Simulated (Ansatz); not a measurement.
# Effect of uniaxial strain ε_zz = +2.75 % on Bi2Se3

The parent structure is Bi2Se3 in the Bi2Te3 type structure (space group R-3m, No. 166; a = 4.144 Å, c = 28.448 Å (hexagonal axes)). Axes: x lies along a and z along c of the hexagonal cell.

One thing is altered: the cell is stretched by 2.75 % along z with no lateral relaxation; the atoms relax in the strained cell.

Calculations: DFT with PBE-D3(BJ), PAW potentials and a 420 eV plane-wave cutoff in Ansatz (a program for electronic structure), spin-orbit coupling left out. k-mesh 9×9×9 (Γ-centred); smearing 0.05 eV (Fermi–Dirac).

| quantity | base | changed | shift |
|---|---|---|---|
| volume per atom | 28.21 Å³ | 28.99 Å³ | +0.78 Å³ |
| space group | R-3m (No. 166) | R-3m (No. 166) | – |
| shortest interatomic distance | 2.863 Å | 2.867 Å | +0.004 Å |
| energy relative to the base (free energy F) | 0 meV/atom | +2.5 meV/atom | +2.5 meV/atom |
| band gap | 0.16 eV | 0.31 eV | +0.15 eV |
| gap character | direct at Γ | direct at Γ | – |
| width of the top valence band | 1.43 eV | 1.29 eV | -0.14 eV |
| electron mass | 0.095 mₑ (at Γ) | 0.20 mₑ along z, 0.097 mₑ across (at Γ) | – |
| hole mass | 0.094 mₑ along c, 0.13 mₑ across (at Γ) | 0.19 mₑ (at Γ) | – |
| valence-band top at Γ (three highest levels, from the VBM) | 0.00, -1.25, -1.25 eV | 0.00, -1.13, -1.13 eV | – |
| largest internal atomic displacement | – | 0.070 Å | – |
| stress (xx, yy, zz, yz, xz, xy; compression positive) | – | (-0.53, -0.53, -0.97, 0.00, 0.00, 0.00) GPa | – |

Final structure:

```
CELL_PARAMETERS angstrom
      2.07216     1.19636     9.74345
     -2.07216     1.19636     9.74345
      0.00000    -2.39272     9.74345
ATOMIC_POSITIONS crystal
  Bi 0.39970 0.39970 0.39970
  Bi 0.60030 0.60030 0.60030
  Se 0.00000 0.00000 0.00000
  Se 0.21291 0.21291 0.21291
  Se 0.78709 0.78709 0.78709
```

With Bi present, leaving out spin-orbit coupling can change the band edges. Effective masses come from finite differences of ±0.01 Å⁻¹. No phonon test of stability was made. A zero or small gap of Bi2Se3 can be the functional's error rather than a property of the material.
